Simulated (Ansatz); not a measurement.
Consider AlP in the zinc blende structure (space group F-43m, No. 216; a = 5.5073 Å).

Structures relaxed with Kohn–Sham DFT with the PBE functional, run in Ansatz (an electronic-structure program) with PAW and 420 eV plane waves, no spin-orbit coupling, earlier PAW set.

Base:

Simulated powder pattern, Cu Kα1, λ = 1.54056 Å (kinematic, ideal powder, no thermal factors, no anomalous dispersion; the 10 strongest lines at most, above 2 %, up to 2θ = 90°):

| 2θ (°) | I/Imax (%) | hkl |
|---|---|---|
| 28.04 | 100 | (111) |
| 46.61 | 67 | (220) |
| 55.28 | 40 | (311) |
| 68.04 | 10 | (400) |
| 75.13 | 16 | (331) |
| 86.50 | 22 | (422) |

After one change:

Simulated powder pattern, Cu Kα1, λ = 1.54056 Å (kinematic, ideal powder, no thermal factors, no anomalous dispersion; the 10 strongest lines at most, above 2 %, up to 2θ = 90°):

```json
[
 {"2θ (°)": "29.38", "I/Imax (%)": "100"},
 {"2θ (°)": "48.92", "I/Imax (%)": "66"},
 {"2θ (°)": "58.10", "I/Imax (%)": "39"},
 {"2θ (°)": "71.69", "I/Imax (%)": "10"},
 {"2θ (°)": "79.30", "I/Imax (%)": "16"}
]
```

What was done to the base?
A. pressure 22.5 GPa
B. pressure 15 GPa
C. pressure 0.9 GPa
D. pressure 2.1 GPa

B, pressure 15 GPa. Its volume per atom is 18.21 Å³ against 20.88 Å³, and its space group is F-43m (No. 216).

Load acts through the strain it causes; cell and atoms are relaxed under it. Stability against distortions was not tested. Measured, AlP leaves this structure (for the NiAs type) near 14.2 GPa (temperature not stated; as listed in Datta, Sujoy, Jana, Debnarayan, arXiv (2020)), on rising pressure, with hysteresis.
